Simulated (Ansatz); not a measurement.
Tl: transverse stress against strain

Tl (hcp, P6_3/mmc, 28.627 Å³/atom at rest, c along z) under a strain ε along a direction in the basal plane (axis x), the other axes held. PBEsol in Ansatz, a plane-wave DFT program (PAW, default set), 420 eV, 19×19×11 Γ-centred mesh, Fermi-Dirac smearing 0.10 eV; ions are relaxed within the symmetry of each cell. Stress is positive for a compressed cell.

Here s stands for strain and y for stress zz.

```
strain (%)  stress zz (GPa)
----------  ---------------
-1.50                  0.48
-1.00                  0.31
-0.50                  0.16
0.00                   0.00
0.50                  -0.15
1.00                  -0.29
1.50                  -0.43
3.00                      ?
```

Using a straight line, estimate the missing y at s = 3.00 from the other rows, showing the fit.

Means: s 0, y 0.011. About the means, the sum of products is -2.1200 and the sum of squares of s is 7.0000; the slope is their ratio. Least squares gives y = 0.011 - 0.3029·s. Residuals (row less fit): 0.015, -0.004, -0.002, -0.011, -0.010, 0.002, 0.013; standard error 0.011 (degrees of freedom: 5). The slope gives the elastic constant C13 = 30 ± 0.4 GPa. At the withheld row, y = 0.011 - 0.3029 × 3.0 = -0.898 GPa. The calculation gives -0.82 GPa, 0.078 GPa above the prediction (6.0 % of the range of y in the table). The row lies outside the fitted rows, so this is an extrapolation. From the scatter of the fitted rows alone, a prediction at this place has a standard error of 0.017 GPa, so the miss is 4.6 times that.

One order more, fitted to all 13 runs of the series, follows each within 0.01, so the miss is the next term of a smooth law. In a metal these values are sensitive to mesh and smearing; energies are taken to zero smearing, stresses follow the free energy. Rows are the converged runs of the series near zero and its far end; series whose fitted rows scatter by over a few per cent of the range, as at a crossing or softening among them, aren't shown in this form. Most that stay on the fit to the last digits aren't either.
